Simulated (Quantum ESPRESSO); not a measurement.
Worked example: self-consistent single point of CdPt (P4mm, 2 atoms in the cell) in Quantum ESPRESSO.

Level of theory: PBEsol, SSSP 1.1.2 efficiency (PBE) pseudopotentials (plane waves; Quantum ESPRESSO).

```yaml
crystal:
  lattice:
    - [2.97650, 0.00000, 0.00000]
    - [0.00000, 2.97650, 0.00000]
    - [0.00000, 0.00000, 3.83451]
  atoms:
    - { symbol: Cd, position: [0.00000, 0.00000, 0.01304] }
    - { symbol: Pt, position: [0.50000, 0.50000, 0.50000] }
```

Reference input (self-consistent single point, DFT, PBEsol, plane waves, SSSP 1.1.2 efficiency (PBE) pseudopotentials): ecutwfc = 45 Ry; ecutrho = 360 Ry; occupations = smearing; smearing = fd; degauss = 0.0073499 Ry; input_dft = pbesol; potentials = {Cd: Cd.pbe-dn-rrkjus_psl.0.3.1.UPF, Pt: pt_pbe_v1.4.uspp.F.UPF}; K_POINTS = automatic 7 7 6 0 0 0; conv_thr = 1e-11 Ry; mixing_beta = 0.4. This run's input differs from it in these lines:

```diff
@@ -18,3 +18,3 @@
   smearing = 'fd'
-  degauss = 0.0073499
+  degauss = 0.02205
   input_dft = 'pbesol'
@@ -32,3 +32,3 @@
 K_POINTS automatic
-7 7 6  0 0 0
+12 12 10  0 0 0
```

Log, with long lists cut:

```
     Self-consistent Calculation

     iteration #  1     ecut=    45.00 Ry     beta= 0.40

     negative rho (up, down):  1.764E-01 0.000E+00

     total energy              =    -331.91957159 Ry
     estimated scf accuracy    <       1.07580547 Ry

     iteration #  2     ecut=    45.00 Ry     beta= 0.40

     negative rho (up, down):  1.778E-01 0.000E+00

     total energy              =    -332.19406740 Ry
     estimated scf accuracy    <       0.25654478 Ry

     iteration #  3     ecut=    45.00 Ry     beta= 0.40

     negative rho (up, down):  1.768E-01 0.000E+00

     total energy              =    -332.24163662 Ry
     estimated scf accuracy    <       0.00451693 Ry

   [... 7 blocks of this kind left out ...]

     iteration # 11     ecut=    45.00 Ry     beta= 0.40

     negative rho (up, down):  1.760E-01 0.000E+00

     total energy              =    -332.24308459 Ry
     estimated scf accuracy    <          2.0E-11 Ry

     iteration # 12     ecut=    45.00 Ry     beta= 0.40

     negative rho (up, down):  1.760E-01 0.000E+00
     End of self-consistent calculation

     Number of k-points >= 100: set verbosity='high' to print the bands.

     the Fermi energy is    16.7178 ev

!    total energy              =    -332.24308459 Ry
     estimated scf accuracy    <          3.2E-13 Ry
     smearing contrib. (-TS)   =      -0.01448160 Ry
     internal energy E=F+TS    =    -332.22860299 Ry

     convergence has been achieved in  12 iterations

     negative rho (up, down):  1.760E-01 0.000E+00

     Forces acting on atoms (cartesian axes, Ry/au):

     atom    1 type  1   force =     0.00000000    0.00000000   -0.01474630
     atom    2 type  2   force =     0.00000000    0.00000000    0.01474630

     Total force =     0.020854     Total SCF correction =     0.000001

     negative rho (up, down):  1.760E-01 0.000E+00
          total   stress  (Ry/bohr**3)                   (kbar)     P=      -35.47
  -0.00027441   0.00000000   0.00000000          -40.37        0.00        0.00
   0.00000000  -0.00027441   0.00000000            0.00      -40.37        0.00
   0.00000000   0.00000000  -0.00017447            0.00        0.00      -25.66

   JOB DONE.
```

The run converged in 12 iterations. Against the reference run the free energy goes down by 41.3 meV/atom, the pressure goes from -3.90 to -3.55 GPa and the largest force hardly changes (0.371 to 0.379 eV/Å). The full log also holds: “c_bands:  1 eigenvalues not converged”.

The starting cell comes from a database of computed structures (which also holds hypothetical and non-ambient phases and stackings), without a prior relaxation at this level. Its lattice was rescaled by up to half a per cent. One atom was moved a little off its site on purpose. Spin-orbit coupling is off. Spin polarisation is off. With a pressure of about -4 GPa the cell is away from its equilibrium volume at this level.

Cost on one core of a shared machine: roughly 60 s.
